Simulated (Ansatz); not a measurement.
The reference is ZnS in the wurtzite structure (space group P6_3mc, No. 186; a = 3.8061 Å, c = 6.2447 Å).

Method: Kohn–Sham DFT with the r2SCAN functional, run in Ansatz (an electronic-structure program) with PAW and 500 eV plane waves, spin-orbit coupling left out.

Carriers are added at fixed cell with a uniform background; the Fermi–Dirac width is that of 300 K.

One change was made to it. Results:

| quantity | base | after |
|---|---|---|
| gap between the host's bands | 2.78 eV | 2.76 eV |
| gap character | direct at Γ | direct at Γ |
| Fermi level relative to the doped band's edge (positive inside the band; to 0.05 eV) | – | +1.00 eV |

**Question.** Name the change that was made.
A) electrons 7.0×10^21 cm⁻³
B) electrons 1.0×10^21 cm⁻³
C) holes 1.0×10^21 cm⁻³
D) holes 1.5×10^21 cm⁻³

**Answer.** B, electrons 1.0×10^21 cm⁻³. For comparison, the Fermi level from band edge in the other runs: electrons 7.0×10^21 cm⁻³ gives +1.40 eV; holes 1.0×10^21 cm⁻³ gives +0.20 eV; holes 1.5×10^21 cm⁻³ gives +0.25 eV.

Charged cell with a jellium background: band edges are those of the host's band count, energies are not comparable with the neutral cell, and many-body gap narrowing is missing. Stability against distortions was not tested.
